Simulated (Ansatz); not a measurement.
**What each level gives and costs: YBiO₂F₂ (P-4m2, 6 atoms in the cell)**

```yaml
crystal:
  lattice:
    - [4.02236, 0.00000, 0.00000]
    - [0.00000, 4.02236, 0.00000]
    - [0.00000, 0.00000, 5.74900]
  atoms:
    - { symbol: Y, position: [0.00000, 0.00000, 0.00000] }
    - { symbol: Bi, position: [0.50000, 0.50000, 0.50000] }
    - { symbol: O, position: [0.00000, 0.50000, 0.74563] }
    - { symbol: O, position: [0.50000, 0.00000, 0.25437] }
    - { symbol: F, position: [0.00000, 0.50000, 0.21962] }
    - { symbol: F, position: [0.50000, 0.00000, 0.78038] }
```

Program: Ansatz (a quantum-chemistry and plane-wave program), default PAW files made with PBE; each row names its functional.

Base settings: basis.ecutwfc = 420 eV; kpoints.mp_grid.grid = 5 5 4; kpoints.mp_grid.shift = 0.5 0.5 0.5; hamiltonian.xc = pbe0; hamiltonian.pseudopotentials = {kind: paw} (the program's default PAW files); scf.occupations.method = fixed.

Differences are taken from PBE0, a reference of convenience: it is no measurement, and no ranking of the functionals follows.

Core times come from one kind of shared machine and are given to one figure; runs under 30 s give none.

The starting cell comes from a database of computed structures (which also holds hypothetical and non-ambient phases and stackings), without a prior relaxation at this level. Its lattice was rescaled by a random factor within 2.5 % of one. Spin-orbit coupling is off. In the base run, with a pressure of about -12 GPa the cell is away from its equilibrium volume at this level. Ansatz's pressure includes its estimate of the finite-basis (Pulay) stress. Another mesh or the band path of this cell gives a smaller gap, so this value is not converged in the mesh.

| level | gap on the mesh less reference (eV) | pressure less reference (GPa) | largest difference in the force on any atom (eV/Å) | core time / reference (rough) |
|---|---|---|---|---|
| PBEsol | -1.801 | -0.47 | 0.129 | – |
| HSE06 | -0.709 | 0.12 | 0.003 | 1 |
| PBE0 | 0.000 | 0.00 | 0.000 | 1 |

PBEsol ran in under 30 s, against roughly 100 s for PBE0.

Keys are those of Ansatz 0.2.
